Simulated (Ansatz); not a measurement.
Start from Se (space group P3_121, No. 152; made of chains).

```cif
data_Se3
_chemical_formula_sum 'Se3'
_space_group_name_H-M_alt 'P 1'
_space_group_IT_number 1
_cell_length_a 4.50569
_cell_length_b 4.50569
_cell_length_c 4.99129
_cell_angle_alpha 90.000
_cell_angle_beta 90.000
_cell_angle_gamma 120.000
loop_
_space_group_symop_operation_xyz
  'x, y, z'
loop_
_atom_site_label
_atom_site_type_symbol
_atom_site_fract_x
_atom_site_fract_y
_atom_site_fract_z
_atom_site_occupancy
Se1 Se 0.21709 0.00000 0.83333 1
Se2 Se 0.00000 0.21709 0.16667 1
Se3 Se 0.78291 0.78291 0.50000 1
```

Level of theory: plane-wave PAW DFT at the r2SCAN level (Ansatz, an electronic-structure program, 500 eV), no SOC.

Before the change:

| Property | Value |
|---|---|
| Pressure | 0.0 kbar |
| Electron mass | 0.18 mₑ along c, 0.43 mₑ across (at H) |
| Width of the top valence band | 1.40 eV |
| Smallest direct gap | 1.54 eV |

The change: every lattice vector is shortened by 1.42 %, atoms relaxed at fixed cell.

Q: What happens to the pressure, electron mass, width of the top valence band and smallest direct gap?

A: The pressure (mean of the normal stresses, compression positive) goes from zero to 8.9 kbar; the electron mass goes from 0.18 mₑ along c, 0.43 mₑ across (at H) to 0.18 mₑ along c, 0.39 mₑ across (at H); the width of the top valence band grows by 0.17 eV to 1.57 eV; the smallest direct gap rises by 0.09 eV to 1.63 eV.

The cells carry an imposed strain or load. Effective masses come from finite differences of ±0.01 Å⁻¹. Stability against distortions was not tested. No dispersion term is included, though the crystal is made of layers, chains or molecules, so its spacings can come out too wide.
